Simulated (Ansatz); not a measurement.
# AlAs (model structure, started from the BN type, Pm-3n, No. 223, 12 atoms in the cell)

Method: PBEsol (Ansatz, a quantum-chemistry and plane-wave program, plane waves, PAW).

Settings: plane-wave cutoff 520 eV, 6×6×6 k mesh, Fermi–Dirac smearing 0.01 eV, scalar-relativistic PAW data made under PBE.

Cell (relaxed at this level):

Space group Pm-3n (No. 223); a = b = c = 6.9843 Å, α = β = γ = 90.00°

```
atom  site  symmetry       x       y       z
----  ----  --------  ------  ------  ------
Al      6c     -4m.2  0.0000  0.5000  0.2500
As      6d     -4m.2  0.0000  0.2500  0.5000
```

```json
{
  "band_gap": "1.22 eV (on the SCF k mesh)",
  "Γ–Γ gap": "1.40 eV"
}
```

Note: the relaxation could raise the start's symmetry but not lower it, so the cell can be a saddle point.

Spin–orbit coupling is not included.

The computed numbers hold no vibrational or temperature effects.

A model structure was made by putting elements into a prototype or built by hand; it is no filed structure, need not be a known phase, and can be a saddle point held by its symmetry.
